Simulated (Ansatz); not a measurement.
Amorphous In24O39Y2, 65 atoms at 6.39 g/cm³, one PBE-relaxed geometry, zone centre. Methods: PBE, scalar-relativistic without spin-orbit coupling (Ansatz, a program for electronic structure); r2SCAN, scalar-relativistic without spin-orbit coupling (Ansatz); HSE06, scalar-relativistic without spin-orbit coupling (Ansatz). Plane waves to 420 eV (r2SCAN 500 eV); exact exchange is cut at the cell's faces. At PBE the levels at the filled edge of the gap are localised (band-tail or defect states), and the nearest spread-out levels lie 1.0 eV apart at the zone centre. All rungs ran without spin polarisation.

A CHGNet melt-quench gave the starting glass, which DFT then relaxed. O atoms were pushed apart under 1.9 Å during the dynamics, to hinder bonds among them. The hot cell started wider than the set density and was brought back towards it in steps. It is the lowest in DFT energy of 2 quenches. It is a model cell: composition and starting density were chosen by hand, and all elements were melted together. No dispersion term was used. Its density started from a set value of 6.39 and ended at 6.39 g/cm³. The quench (nominally 330 K/ps over its main leg) was far faster than any real one, so the model tends to hold more defects than a real film. Values belong to this one cell and scatter from quench to quench. The volume was held where the preparation left it, at a PBE pressure of 1.6 GPa. Stress components on the final sampling reach 2.6 GPa. Cycles of charging lowered its energy after that relaxation.

The relaxation ran on the zone centre alone. At PBE the level gap is 0.66 eV on a 2×2×2 Γ-centred mesh, and the spacing at the zone centre alone 0.66 eV.

Q: What zone-centre spacing does r2SCAN give, roughly?

A: 1.10 eV (+0.43 eV against PBE).

Q: What zone-centre spacing does HSE06 give, roughly?

A: 2.09 eV (+1.43 eV against PBE).

The highest filled and the lowest empty state spread over these numbers of atoms (participation numbers): PBE: 3.8 and 61.7; r2SCAN: 3.7 and 61.2; HSE06: 3.9 and 60.9.
